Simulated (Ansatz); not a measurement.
The parent structure is YN in the rock salt structure (space group Fm-3m, No. 225; a = 4.906 Å).

Computed with PBE (Ansatz, a program for electronic structure; PAW; 420 eV plane waves; no spin-orbit coupling).

Before the change:

```
Quantity   Result
--------  -------
Band gap  0.21 eV
Pressure  0.0 GPa
```

It is then changed as follows: every lattice vector is shortened by 3.00 %, atoms relaxed at fixed cell.

Q: Estimate the effect on the band gap, energy relative to the base and pressure.

A: The band gap becomes zero (base: 0.21 eV); the energy increases by 66 meV/atom; the pressure goes from zero to 17.6 GPa.

The cells carry an imposed strain or load. Stability against distortions was not tested. The final runs are not spin-polarised. Gaps under 0.05 eV, about the width of the smearing, are given as zero. The zero or small gap of YN can change with the level of theory.
